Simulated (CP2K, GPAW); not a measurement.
A GPAW input for a self-consistent single point of TiAl (P4/mmm, 2 atoms in the cell) (DFT PBEsol, plane waves, GPAW PAW datasets PBEsol (made by gpaw-setup)):

```python
from ase import Atoms
from ase.units import GPa
from gpaw import GPAW, PW, FermiDirac

atoms = Atoms(['Ti', 'Al'],
              cell=[[2.776178, 0.000000, 0.000000],
                    [0.000000, 2.776178, 0.000000],
                    [0.000000, 0.000000, 4.016403]],
              scaled_positions=[[0.500000, 0.500000, 0.500000],
                                [0.000000, 0.000000, 0.000000]],
              pbc=True)

calc = GPAW(mode=PW(800),
            xc='PBEsol',
            kpts={'size': (12, 12, 8), 'gamma': True},
            occupations=FermiDirac(0.1),
            nbands=-8,
            convergence={'density': 1e-05},
            symmetry={'symmorphic': False, 'tolerance': 0.0005},
            maxiter=100)

atoms.calc = calc

energy = atoms.get_potential_energy()
print('Energy (eV):', round(energy, 6))
forces = atoms.get_forces()
print('Forces (eV/Ang):')
print(forces.round(5))
stress = atoms.get_stress()
print('Stress (GPa, Voigt):', (stress / GPa).round(4))
```

### Question
Translate this input to CP2K.

### Answer
This is the input that was run; spellings and numerical settings could be chosen otherwise.

```
&GLOBAL
  PROJECT scf
  RUN_TYPE ENERGY_FORCE
  PRINT_LEVEL MEDIUM
&END GLOBAL
&FORCE_EVAL
  METHOD Quickstep
  STRESS_TENSOR ANALYTICAL
  &DFT
    BASIS_SET_FILE_NAME BASIS_MOLOPT
    POTENTIAL_FILE_NAME GTH_POTENTIALS
    &QS
      METHOD GPW
      EPS_DEFAULT 1E-10
    &END QS
    &MGRID
      CUTOFF 600
      REL_CUTOFF 40
      NGRIDS 5
    &END MGRID
    &SCF
      SCF_GUESS ATOMIC
      EPS_SCF 1E-6
      MAX_SCF 100
      ADDED_MOS 4
      &DIAGONALIZATION
        ALGORITHM STANDARD
      &END DIAGONALIZATION
      &MIXING
        METHOD BROYDEN_MIXING
        ALPHA 0.3
        NBUFFER 8
      &END MIXING
      &SMEAR ON
        METHOD FERMI_DIRAC
        ELECTRONIC_TEMPERATURE [K] 1160.45
      &END SMEAR
    &END SCF
    &KPOINTS
      SCHEME MACDONALD 12 12 8 0.04166666667 0.04166666667 0.0625
    &END KPOINTS
    &XC
      &XC_FUNCTIONAL
        &PBE
          PARAMETRIZATION PBESOL
        &END PBE
      &END XC_FUNCTIONAL
    &END XC
    &PRINT
      &MO
        EIGENVALUES T
        OCCUPATION_NUMBERS T
        NDIGITS 8
        FILENAME mo
        &EACH
          QS_SCF 0
        &END EACH
        ADD_LAST NUMERIC
      &END MO
      &MULLIKEN ON
      &END MULLIKEN
    &END PRINT
  &END DFT
  &SUBSYS
    &CELL
      ABC 2.77617800 2.77617800 4.01640300
      ALPHA_BETA_GAMMA 90.00000000 90.00000000 90.00000000
      PERIODIC XYZ
    &END CELL
    &COORD
      SCALED
      Ti       0.50000000     0.50000000     0.50000000
      Al       0.00000000     0.00000000     0.00000000
    &END COORD
    &KIND Ti
      BASIS_SET DZVP-MOLOPT-SR-GTH
      POTENTIAL GTH-PBE-q12
    &END KIND
    &KIND Al
      BASIS_SET DZVP-MOLOPT-SR-GTH
      POTENTIAL GTH-PBE-q3
    &END KIND
  &END SUBSYS
  &PRINT
    &FORCES ON
    &END FORCES
    &STRESS_TENSOR ON
    &END STRESS_TENSOR
  &END PRINT
&END FORCE_EVAL
```

Basis, cutoffs, solver keys and any potentials are the target program's own. This input uses DFT PBEsol, GPW, DZVP-MOLOPT-SR-GTH basis, GTH-PBE potentials (GTH_POTENTIALS). Both were run: pressure 2.77 GPa in GPAW and 3.54 in CP2K.

On GPAW: the starting cell comes from a database of computed structures (which also holds hypothetical and non-ambient phases and stackings), without a prior relaxation at this level. Its lattice was rescaled by a random factor within 2.5 % of one. Spin polarisation is off.

On CP2K: the starting cell comes from a database of computed structures (which also holds hypothetical and non-ambient phases and stackings), without a prior relaxation at this level. Its lattice was rescaled by a random factor within 2.5 % of one. Spin polarisation is off. Values carry the incompleteness of an atom-centred basis. The potentials were made for another functional than the one used. With a pressure of about 4 GPa the cell is away from its equilibrium volume at this level.
